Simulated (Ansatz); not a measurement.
Functionals compared on the (321) surface of fcc Al in its 1x1 cell, outermost plane spacing 0.54 Å in the ideal cut, in Ansatz (plane waves, PAW). The structure was relaxed with PBE; the other rows are single points on it, each with its references at the same level. Cutoff 420 eV (500 eV for r2SCAN).

Model: 20-atom slab, 10.3 Å thick at the start (thin: gaps and levels are the slab's own), 8x6x1 mesh, Fermi-Dirac 0.1 eV, dipole correction, all atoms relaxed; start symmetry kept, larger cells not searched; no spin, no spin-orbit, no U. These notes are the PBE run's.

```csv
functional,surface energy (J/m²),work function of the top face (eV),rough cost of the single point
PBE,0.97,4.24,–
LDA,1.16,4.39,about 60 core-seconds (a rough figure)
PBEsol,(withheld),(withheld),about 60 core-seconds (a rough figure)
RPBE,0.88,4.18,very roughly 60 core-seconds
r2SCAN,1.11,4.32,roughly 110 core-seconds
```

Question: Some entries are withheld; supply them.

Answer: 
- PBEsol, surface energy (J/m²): 1.14
- PBEsol, work function of the top face (eV): 4.28

Ansatz is a quantum-chemistry and plane-wave program.
